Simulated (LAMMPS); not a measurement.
Surface tension of liquid SiC over temperature.

Model: classical MD, pair style meam, file SiC.meam, run in LAMMPS.

| T (K) | surface tension | excess energy |
|---|---|---|
| 2900 | 1.3 ± 0.2 N/m | 1.3 J/m² |
| 3330 | 0.9 ± 0.2 N/m | 1.8 J/m² |
| 3920 | 1.06 ± 0.09 N/m | 2.1 J/m² |

Caution: at ambient pressure real SiC sublimes or decomposes before or as it melts, so this liquid is the model's.

Caution (rows 2900; 3330): this liquid lies under the melting point of about 3560 K that MEAM SiC.meam gives, so it is undercooled.

Uncertainties are statistical and leave out the potential's own error.
